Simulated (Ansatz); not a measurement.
Terminations of the (100) surface of bcc Fe, ferromagnetic, measured from the surface 'clean 1x1'. Atoms come from or go to: Al: fcc Al, Cr: bcc Cr, antiferromagnetic, Cu: fcc Cu, Fe: bcc Fe, ferromagnetic, Ga: alpha gallium, Ge: germanium, Ni: fcc Ni, ferromagnetic, Os: hcp Os, Pt: fcc Pt, Rh: fcc Rh, Sc: hcp Sc, Ta: bcc Ta. ΔE is the energy of forming the row's surface from that one (negative: more stable at these reservoirs); the vacuum level's shift is aligned on the shared bottom. No zero-point or thermal terms. These are constructed structures in small cells; real faces may alloy, dewet or reconstruct in larger ones, and not all known structures of the face are among them. Slabs of about 7 Å with all that they carry, Fermi-Dirac smearing of 0.1 eV. Bottom of the slabs: a bare face, its two planes held. Relaxed from the named starts with such symmetry as they have, on meshes of like density; energies extrapolated to zero smearing; no spin-orbit coupling, no U. Spin-polarised runs, if any, are marked in brackets, and their order is one that fits the cell; the others ran without spin. Where a second, spin-polarised start was run, the lower counts. A dash marks a value that is undefined for that row (no clear gap, or no work function of a gapped slab) or was not read reliably on its mesh.

Level of theory: PBE (plane waves to 420 eV, PAW; Ansatz, an electronic-structure program).

```
surface                                                                                           atoms added per 1x1  ΔE per 1x1 (eV)  shift of the vacuum level (eV)  work function (eV)
------------------------------------------------------------------------------------------------  -------------------  ---------------  ------------------------------  ------------------
a layer of Cu in place of the second plane [spin, 13.5 μB a cell]                                        +1 Cu, -1 Fe              [?]                            0.24                4.16
a layer of Ni in place of the second plane [spin, 14.4 μB a cell]                                        -1 Fe, +1 Ni             0.13                            0.11                4.04
a layer of Os in place of the second plane [spin, 12.5 μB a cell]                                        -1 Fe, +1 Os              [?]                            0.04                3.96
a layer of Ga in place of the second plane [spin, 11.8 μB a cell]                                        -1 Fe, +1 Ga            -0.10                            0.55                4.46
a pseudomorphic layer of Al in the host's stacking [spin, 13.6 μB a cell]                                       +1 Al            -1.08                           -0.26                3.66
a pseudomorphic layer of Ta in the host's stacking (1 Fe–Ta bonds formed) [spin, 14.1 μB a cell]                +1 Ta             0.07                            0.88                4.78
a pseudomorphic layer of Cr in the host's stacking (1 Cr–Fe bonds formed) [spin, 11.1 μB a cell]                +1 Cr             0.36                           -0.01                3.88
a pseudomorphic layer of Pt in the host's stacking [spin, 15.8 μB a cell]                                       +1 Pt            -0.75                            1.28                5.18
a layer of Sc in place of the second plane [spin, 11.1 μB a cell]                                        -1 Fe, +1 Sc             0.18                            0.11                4.03
a pseudomorphic layer of Rh in the host's stacking (1 Fe–Rh bonds formed) [spin, 16.0 μB a cell]                +1 Rh            -0.35                            0.62                4.52
a layer of Ge in place of the second plane [spin, 11.7 μB a cell]                                        -1 Fe, +1 Ge             0.07                            0.56                4.44
a pseudomorphic layer of Cu in the host's stacking [spin, 15.0 μB a cell]                                       +1 Cu            -0.18                            0.53                4.43
```

Task: What belongs in the gaps?

Result: 
- a layer of Cu in place of the second plane [spin, 13.5 μB a cell], ΔE per 1x1 (eV): 0.61
- a layer of Os in place of the second plane [spin, 12.5 μB a cell], ΔE per 1x1 (eV): 0.38
